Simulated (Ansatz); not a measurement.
Structure of amorphous Hf17O36La (periodic cell):

```xyz
54
Lattice="8.9149 0.0000 0.0000 0.0000 8.9149 0.0000 0.0000 0.0000 8.9149" Properties=species:S:1:pos:R:3 pbc="T T T"
Hf     3.6095     8.5405     3.0672
Hf     0.5531     8.7874     4.6481
Hf     2.1345     2.2408     1.7178
Hf     6.3728     4.8987     7.0324
Hf     2.1765     2.4688     4.8451
Hf     6.9894     3.8171     3.2786
Hf     7.9116     1.1334     2.0099
Hf     1.3564     5.7907     3.3804
Hf     6.7266     7.0226     4.5170
Hf     1.8081     7.9386     0.6221
Hf     8.9060     2.5951     7.4294
Hf     7.6813     6.8175     1.4259
Hf     3.0536     3.7440     7.7423
Hf     4.7176     5.2501     1.1838
Hf     3.5396     7.3663     6.1756
Hf     6.9767     8.2853     7.7095
Hf     0.6626     5.9911     7.0764
O      8.0409     8.1106     3.1118
O      8.2431     4.4746     7.8555
O      7.5601     6.4545     6.3999
O      0.7111     1.4740     5.9231
O      3.7130     2.6875     6.1452
O      6.1459     6.1549     2.6088
O      8.0349     3.1190     1.6707
O      1.6233     2.4927     8.5296
O      1.2780     3.9514     6.2873
O      7.2805     1.4007     7.6032
O      0.7859     1.5044     3.3396
O      6.7565     3.6615     5.4814
O      5.0127     4.0699     8.2682
O      2.8239     5.6564     7.2886
O      6.2567     6.2402     8.8633
O      3.5312     6.8990     1.4696
O      3.1719     0.5346     1.1960
O      3.4538     1.7406     3.3423
O      5.0851     8.4133     7.0211
O      5.2072     6.0470     5.6891
O      3.2452     6.5489     4.2170
O      0.9755     6.7985     5.2684
O      2.7367     0.0789     5.0790
O      7.5890     8.6762     5.5798
O      5.2365     3.8425     2.4718
O      1.8743     3.8724     3.3863
O      6.8596     1.8080     3.5909
O      8.2602     5.4679     3.7000
O      0.6455     0.6835     0.9246
O      3.0431     3.9835     0.9383
O      2.0709     7.8708     7.5668
O      1.6589     7.9324     2.9931
O      6.8740     8.6801     0.8651
O      5.2990     8.3829     4.1339
O      0.7644     6.1708     1.4585
O      8.7186     7.3283     8.4724
La     5.6646     1.4709     5.5153
```

These are PBE, scalar-relativistic without spin-orbit coupling (plane waves to 420 eV, PAW; Ansatz, a quantum-chemistry and plane-wave program) values and carry that method's errors. The usual formal charges leave 1 holes over, so the level spacing at the Fermi energy parts defect or band states and needn't be the band gap. In the spin-polarised cell the level spacing at the Fermi energy can part levels of unlike spin.

The cell was made by melting and quenching with the CHGNet potential and then relaxed with DFT. O atoms were pushed apart under 1.9 Å during the dynamics, to hinder bonds among them. The hot cell started wider than the set density and was brought back towards it in steps. It is the lowest in DFT energy of 2 quenches. It is a model cell: composition and starting density were chosen by hand, and all elements were melted together. No dispersion term was used. Its density started from a set value of 8.79 and ended at 8.79 g/cm³. The simulated quench (nominally 380 K/ps over its main leg) is rapid and tends to freeze in more defects than a deposited or slowly cooled glass has. One small periodic cell is one sample of the glass; other quenches scatter about these values. The volume was held where the preparation left it, at a PBE pressure of 2.5 GPa. Stress components on the final sampling reach 3.4 GPa.

Cut-offs for bonds: Hf-Hf 3.34 Å, Hf-O 2.90 Å, Hf-La 3.65 Å, O-O 1.58 Å, O-La 3.00 Å, La-La 3.96 Å. Two cations that share two anions don't count as bonded, nor two that share one unless they lie closer than Hf-Hf 3.25 Å, Hf-La 3.55 Å, La-La 3.85 Å.

Task: Give the coordination numbers, mean bond lengths and angles.

Result: 
```yaml
Mean coordination of Hf by anions: 6.59 (1 with 5, 6 with 6, 9 with 7, 1 with 8)
Mean coordination of O: 3.31 (2 with 2, 21 with 3, 13 with 4)
Mean coordination of La by anions: 7.00 (1 with 7)
Mean Hf-O bond: 2.161 Å (spread 0.156 Å, 112 counted)
Mean O-La bond: 2.478 Å (spread 0.111 Å, 7 counted)
Bond angle at Hf: mean 101.4°, spread 29.5°
Bond angle at O: mean 110.8°, spread 19.0°
Bond angle at La: mean 98.7°, spread 30.0°
```

Task: List the pairs of like atoms that count as bonded by the rules above.

Result: There are none by these rules.

Task: What Bader charges do the atoms carry, from a run on the zone centre alone?

Result: Means (range): Hf +2.59 e (+2.52 to +2.63), O -1.28 e (-1.35 to -1.00), La +2.14 e (+2.14 to +2.14).
| atom | charge (e) |
|---|---|
| Hf1 | +2.59 |
| Hf2 | +2.61 |
| Hf3 | +2.63 |
| Hf4 | +2.59 |
| Hf5 | +2.60 |
| Hf6 | +2.52 |
| Hf7 | +2.58 |
| Hf8 | +2.62 |
| Hf9 | +2.61 |
| Hf10 | +2.59 |
| Hf11 | +2.59 |
| Hf12 | +2.56 |
| Hf13 | +2.55 |
| Hf14 | +2.60 |
| Hf15 | +2.63 |
| Hf16 | +2.61 |
| Hf17 | +2.62 |
| O18 | -1.33 |
| O19 | -1.30 |
| O20 | -1.30 |
| O21 | -1.28 |
| O22 | -1.31 |
| O23 | -1.33 |
| O24 | -1.27 |
| O25 | -1.27 |
| O26 | -1.35 |
| O27 | -1.30 |
| O28 | -1.32 |
| O29 | -1.33 |
| O30 | -1.31 |
| O31 | -1.30 |
| O32 | -1.35 |
| O33 | -1.32 |
| O34 | -1.25 |
| O35 | -1.27 |
| O36 | -1.29 |
| O37 | -1.23 |
| O38 | -1.00 |
| O39 | -1.28 |
| O40 | -1.30 |
| O41 | -1.29 |
| O42 | -1.20 |
| O43 | -1.29 |
| O44 | -1.27 |
| O45 | -1.33 |
| O46 | -1.29 |
| O47 | -1.29 |
| O48 | -1.27 |
| O49 | -1.23 |
| O50 | -1.28 |
| O51 | -1.29 |
| O52 | -1.29 |
| O53 | -1.32 |
| La54 | +2.14 |
